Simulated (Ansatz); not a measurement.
# A computed series for MgS: pressure series

Take MgS in the rock salt structure (space group Fm-3m, No. 225; a = 5.1292 Å) as the base.

Cell and atoms are relaxed at each pressure.

All numbers come from LDA, PAW, 420 eV (Ansatz, a program for electronic structure; no spin-orbit coupling).

Candidates:
(a) pressure 15 GPa
(b) pressure 30 GPa
(c) pressure −1 GPa

For the base:

| Quantity | Result |
|---|---|
| Width of the top valence band | 2.54 eV |

Question: Order them by width of the top valence band, lowest first.

Answer: (c) pressure −1 GPa (2.50 eV), (a) pressure 15 GPa (2.97 eV), (b) pressure 30 GPa (3.30 eV)

The levels and masses belong to the bands next to the band gap. Load acts through the strain it causes; cell and atoms are relaxed under it. Whether these cells are dynamically stable was not tested. No other phases were tried under pressure.
